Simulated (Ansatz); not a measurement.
The starting structures come from a database of crystals and need not be the phases stable at ambient conditions.

Tunnelling through a barrier is set by its complex band structure: the current falls as exp(−2κd) with the smallest κ.

Input:

```yaml
crystal:
  lattice:
    - [6.09506, 0.00000, 0.00000]
    - [-0.08648, 8.64981, 0.00000]
    - [3.00429, 4.32490, 3.06908]
  atoms:
    - { symbol: Ba, position: [0.49713, 0.74856, 0.00000] }
    - { symbol: Ba, position: [0.50287, 0.25144, 0.00000] }
    - { symbol: La, position: [0.00000, 0.00000, 0.00000] }
    - { symbol: Sb, position: [0.00000, 0.50000, 0.00000] }
    - { symbol: O, position: [0.03924, 0.72632, 0.50264] }
    - { symbol: O, position: [0.96076, 0.27368, 0.49736] }
    - { symbol: O, position: [0.95528, 0.22896, 0.08396] }
    - { symbol: O, position: [0.04472, 0.77104, 0.91604] }
    - { symbol: O, position: [0.54188, 0.31292, 0.41340] }
    - { symbol: O, position: [0.45812, 0.68708, 0.58660] }
```

Space group of this cell: R-3. The cell is taken as given; by PBEsol its mean pressure is -1.5 GPa.

Transport runs along the normal of the first two printed cell vectors, the (110) plane of the conventional cell.

No gap correction and no spin-orbit coupling; mid-gap values are interpolated between computed energies.

Q: Predict the band gap and the smallest decay constant κ at mid-gap from PBEsol (Ansatz, a first-principles code).

A: Gap 4.11 eV on a 10×10×10 mesh; κ = 0.341 1/Å, at the zone centre.
